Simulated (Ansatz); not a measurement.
Take Li₂O in the anti-fluorite structure (space group Fm-3m, No. 225) as the base.

```
Li2O
1.0
    0.00000     2.28637     2.28637
    2.28637     0.00000     2.28637
    2.28637     2.28637     0.00000
O Li
1 2
Direct
  0.00000   0.00000   0.00000
  0.25000   0.25000   0.25000
  0.75000   0.75000   0.75000
```

Cartesian axes are those of the cell as printed.

Level of theory: Kohn–Sham DFT with the r2SCAN functional, run in Ansatz (a program for electronic structure) with PAW and 500 eV plane waves, without spin-orbit coupling.

Free-standing slabs (3 atom(s) a layer) normal to [111] with 15 Å of vacuum; in-plane cell held at bulk.

One change was made to it. Results:

The gap character amounts to direct at Γ; the valence-band top at Γ (three highest levels, from the VBM) goes from 0.00, 0.00, 0.00 eV to 0.00, 0.00, -1.26 eV; the shortest interatomic distance falls by 0.010 Å, from 1.980 Å to 1.970 Å; the band gap shrinks by 2.70 eV (5.77 eV → 3.07 eV).

**Question.** Which change produced these results?
A) 3 layers
B) 1 layer
C) 6 layers

**Answer.** B, 1 layer. For comparison, the band gap in the other runs: 6 layers gives 3.45 eV; 3 layers gives 3.42 eV.

Stability against distortions was not tested. k-point labels follow each cell's own Brillouin zone.
